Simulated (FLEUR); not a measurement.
Band structure of MgAl (P-6m2, 2 atoms in the cell).

```
CELL_PARAMETERS angstrom
      2.99384     0.00000     0.00000
     -1.49692     2.59274     0.00000
      0.00000     0.00000     4.85148
ATOMIC_POSITIONS crystal
  Mg 0.00000 0.00000 0.50000
  Al 0.33333 0.66667 0.00000
```

Method of the run: LDA (Perdew-Zunger), all-electron FLAPW (FLEUR), scalar-relativistic valence.

Settings: Kmax = 3.8 1/bohr; GmaxXC = 15.2 1/bohr; xcFunctional = pz; jspins = 1; l_soc = F; mode = hist; fermiSmearingEnergy = 0.00367493 Htr; mesh (inpgen div1-3) = 10 10 6; inpgen gamma flag = true; Gmax = 15.2 1/bohr; numbands = 0; maxIterBroyd = 99; imix = Anderson; alpha = 0.05.

The starting cell comes from a database of computed structures (which also holds hypothetical and non-ambient phases and stackings), without a prior relaxation at this level. Values depend on the basis (sphere radii, cutoffs, local orbitals), which need not be converged.

Levels in eV from the Fermi level, bands 4 to 10:
```tsv
point	4	5	6	7	8	9	10
Γ	-42.50	-9.15	-2.95	-2.36	10.28	10.28	11.27
M	-42.51	-3.91	-3.59	1.54	2.54	2.80	3.37
K	-42.51	-2.31	-1.88	-1.83	2.74	3.91	4.30
A	-42.50	-8.25	-6.55	4.40	4.87	10.90	10.90
L	-42.51	-3.01	-2.83	-1.76	-0.55	6.55	7.69
H	-42.51	-1.37	-1.15	-1.01	-0.49	0.58	1.90
```
